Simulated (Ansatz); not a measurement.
Start from AlP in the zinc blende structure (space group F-43m, No. 216; a = 5.470 Å).

All numbers come from Ansatz (a first-principles code), PBEsol, PAW, cutoff 420 eV, spin-orbit coupling left out, earlier PAW set.

One change was made to it. Results:

The band gap goes from 1.45 eV to zero; the density falls by 0.94 g/cm³ (2.35 g/cm³ → 1.41 g/cm³).

Problem. Which change produced these results?
A. Al → Na
B. P → Hg
C. Al → Bi

Solution. A, Al → Na. For comparison, the density in the other runs: Al → Bi gives 6.06 g/cm³; P → Hg gives 6.91 g/cm³.

Whether these cells are dynamically stable was not tested. As relaxed here, NaP, BiP and AlHg are hypothetical phases, not in the database extracts checked. The final runs are not spin-polarised.
